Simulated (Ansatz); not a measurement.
InSbO₄ (model structure, started from the BPO4 type, I-4, No. 82, 6 atoms in the cell)

Computed with HSE06+SOC (plane waves, PAW; Ansatz, a quantum-chemistry and plane-wave program).

Run with plane-wave cutoff 460 eV, 6×6×6 k mesh, Fermi–Dirac smearing 0.01 eV, PAW data made under PBE.

Cell (relaxed with PBEsol):

```cif
data_InO4Sb
_chemical_formula_sum 'In1 Sb1 O4'
_space_group_name_H-M_alt 'P 1'
_space_group_IT_number 1
_cell_length_a 5.67804
_cell_length_b 5.67804
_cell_length_c 5.67804
_cell_angle_alpha 117.881
_cell_angle_beta 117.881
_cell_angle_gamma 93.712
loop_
_space_group_symop_operation_xyz
  'x, y, z'
loop_
_atom_site_label
_atom_site_type_symbol
_atom_site_fract_x
_atom_site_fract_y
_atom_site_fract_z
_atom_site_occupancy
In1 In 0.25000 0.75000 0.50000 1
Sb1 Sb 0.00000 0.00000 0.00000 1
O1 O 0.27573 0.35726 0.37841 1
O2 O 0.64274 0.02115 0.91847 1
O3 O 0.97885 0.89732 0.62159 1
O4 O 0.10268 0.72427 0.08153 1
```

| Item | Value |
|---|---|
| band gap | 3.94 eV (on the SCF k mesh) (direct) |

Note: the relaxation could raise the start's symmetry but not lower it, so the cell can be a saddle point; cell and atoms aren't relaxed at this level (largest force component 0.38 eV/Å, pressure -1.8 GPa).

Static lattice: no zero-point or thermal effects.

It cost about 100 core-minutes (a rough figure) of CPU time.

A model structure was made by putting elements into a prototype or built by hand; it is no filed structure, need not be a known phase, and can be a saddle point held by its symmetry.
